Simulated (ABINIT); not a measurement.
**Pressure against volume in fcc Ag (space group 225) (ABINIT, LDA)**

```
CELL_PARAMETERS angstrom
      0.00000     1.96546     1.96546
      1.96546     0.00000     1.96546
      1.96546     1.96546     0.00000
ATOMIC_POSITIONS crystal
  Ag 0.00000 0.00000 0.00000
```

Method: LDA (PW92), norm-conserving pseudopotentials (PseudoDojo nc-sr-04 LDA standard) (plane waves; ABINIT). Settings: pseudos = [Ag.upf]; ecut = 56 Ha; occopt = 3; tsmear = 0.00183747 Ha; ngkpt = 25 25 25; nshiftk = 1; shiftk = 0 0 0; potentials = PseudoDojo nc-sr-04 LDA standard; nband = 15; kptopt = 1; nstep = 50; toldfe = 1e-09 Ha. The cell above is the first row's. The rows scale it uniformly. In all rows the k mesh is held.

| V (Å^3/atom) | P (GPa) |
|---|---|
| 15.1854 | 8.61 |
| 15.5155 | 4.83 |
| 15.8456 | 1.53 |
| 16.1757 | -1.35 |
| 16.5058 | -3.86 |
| 16.8360 | -6.04 |
| 17.1661 | -7.94 |
| 17.4962 | -9.58 |
| 17.8263 | ? |

Question: Using a cubic, estimate the missing P at V = 17.8263 from the other rows, showing the fit.

Answer: With u = V - 16.3, the rows have u = -1.1146, -0.7845, -0.4544, -0.1243, 0.2058, 0.5360, 0.8661, 1.1962. Least squares gives P = -2.340 - 7.7275·u + 1.6468·u² - 0.2081·u³. Residuals (row less fit): 0.003, -0.006, -0.001, 0.004, 0.002, 0.001, -0.007, 0.003; standard error 0.006 (degrees of freedom: 4). The fitted pressure is zero at V0 = 16.02, where dP/dV = -8.717, so B0 = -V0·dP/dV = 140 GPa. At the withheld row, u = 1.5263, so P = -2.340 - 7.7275 × 1.5263 + 1.6468 × 1.5263² - 0.2081 × 1.5263³ = -11.038 GPa. The calculation gives -10.99 GPa, 0.048 GPa above the prediction (0.2 % of the range of P in the table). The row lies outside the fitted rows, so this is an extrapolation. From the scatter of the fitted rows alone, a prediction at this place has a standard error of 0.015 GPa, so the miss is 3.1 times that.

Carrying the step between the two nearest rows on in a straight line would have given -11.22, off by 0.23; series whose last step already gives the withheld value aren't shown. The scan was laid around a cell of about the measured size, scaled by a guess for this functional. Cutoffs and mesh are single choices, not tested for convergence of this quantity. Series with a scatter that would blur these digits, or in which a gap closes, are not shown.

Terms beyond the fitted order, or numerical noise in single rows, can give a miss of this size; the table doesn't tell which.
